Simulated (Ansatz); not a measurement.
The parent structure is AgI in the wurtzite structure (space group P6_3mc, No. 186; a = 4.685 Å, c = 7.662 Å).

All numbers come from PBE, PAW, 420 eV (Ansatz, an electronic-structure program; without spin-orbit coupling).

Before the change:

- Valence-band top at Γ = 0.00, 0.00, -0.06 eV
- Electron mass = 0.17 mₑ along c, 0.18 mₑ across (at Γ)
- Lattice parameter a = 4.685 Å

Perturbation: cell and atoms relaxed at a pressure of 1.5 GPa.

Q: How does this affect the valence-band top at Γ?

A: The valence-band top at Γ (three highest levels, from the VBM) changes from 0.00, 0.00, -0.06 eV to 0.00, 0.00, -0.07 eV.

Q: How does this affect the electron mass?

A: The electron mass changes from 0.17 mₑ along c, 0.18 mₑ across (at Γ) to 0.16 mₑ along c, 0.17 mₑ across (at Γ).

Q: Estimate the effect on the mean gap deformation potential ΔEg/Δln V.

A: The mean gap deformation potential ΔEg/Δln V comes out as 0.0 eV.

Q: Estimate the effect on the lattice parameter a.

A: The lattice parameter a drops by 0.080 Å, from 4.685 Å to 4.605 Å.

Spin-orbit coupling, missing from the scalar runs, can matter with I. Load acts through the strain it causes; cell and atoms are relaxed under it. Effective masses come from finite differences of ±0.01 Å⁻¹. Stability against distortions was not tested.
